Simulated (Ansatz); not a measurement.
**W5Ge3 (I4/mcm, No. 140, 16 atoms in the cell; start mp-1189576): volume per atom by level of theory**

No measured value is used here.

| level (code) | value (Å³/atom) |
|---|---|
| LDA (Ansatz) | [?] |
| PBE (Ansatz) | [?] |
| PBEsol (Ansatz) | 14.97 |
| PBE-D3(BJ) (Ansatz) | 15.02 |
| PBE-D4 (Ansatz) | 15.07 |
| r²SCAN-D4 (Ansatz) | 15.01 |
| r²SCAN+rVV10 (Ansatz) | 14.99 |

Problem. Complete the blanks.

Solution. 
- LDA (Ansatz, an electronic-structure program), value (Å³/atom): 14.68
- PBE (Ansatz), value (Å³/atom): 15.44

Density-functional levels without +SOC have no spin–orbit coupling. LDA, PBE, PBEsol, PBE-D3(BJ), PBE-D4, r²SCAN-D4, r²SCAN+rVV10: the relaxation could not lower the start's symmetry, so the cell can be a saddle point above a distorted one. Ansatz's density-functional and Hartree–Fock values are scalar-relativistic unless marked +SOC, with PAW data made under PBE.

A start named mp-… is a Materials Project structure, which need not be a measured phase.
